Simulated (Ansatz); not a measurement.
For GaSb (model structure, started from the NiAs type, P6₃/mmc, No. 194, 4 atoms in the cell), PBEsol in Ansatz (plane waves, PAW) gives:

| Item | Value |
|---|---|
| lattice parameter a | 3.891 Å |
| c axis length | 7.084 Å |

### Question
What does PBE-D3(BJ) (Ansatz, a quantum-chemistry and plane-wave program, plane waves, PAW) give for the same quantities?

### Answer

- lattice constant a: 3.896 Å (goes up by 0.1 %)
- lattice parameter c: 7.112 Å (increases by 0.4 %)

Changes are worked out from the printed values.

Unless a cell is named, each level is at its own relaxed cell (PBEsol 23.23, PBE-D3(BJ) 23.37 Å³/atom).

Ansatz's density-functional and Hartree–Fock values are scalar-relativistic unless marked +SOC, with PAW data made under PBE.

A model structure was made by putting elements into a prototype or built by hand; it is no filed structure, need not be a known phase, and can be a saddle point held by its symmetry.
